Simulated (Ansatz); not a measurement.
Base system: CaSnF$_{6}$ (space group R-3, No. 148; a = 5.865 Å, c = 14.612 Å (hexagonal axes); a cell from a computed database, its experimental status unchecked).

All numbers come from plane-wave PAW DFT at the PBEsol level (Ansatz, a program for electronic structure, 420 eV), without spin-orbit coupling.

Before the change:

The c/a ratio is 2.492 and the density comes out as 3.12 g/cm³. The band gap comes out as 5.66 eV.

Modification: every F is replaced by Cl, then cell and atoms are relaxed.

Tabulated Pauling electronegativity and covalent radius: F 3.98, 0.57 Å; Cl 3.16, 1.02 Å.

Task: How does this affect the c/a ratio, density and band gap?

Result: The c/a ratio goes up by 0.276 (2.492 → 2.768); the density shrinks by 0.15 g/cm³ (3.12 g/cm³ → 2.97 g/cm³); the band gap drops by 2.89 eV (5.66 eV → 2.77 eV).

Whether these cells are dynamically stable was not tested. As relaxed here, CaSnCl6 is a hypothetical phase, not in the database extracts checked.
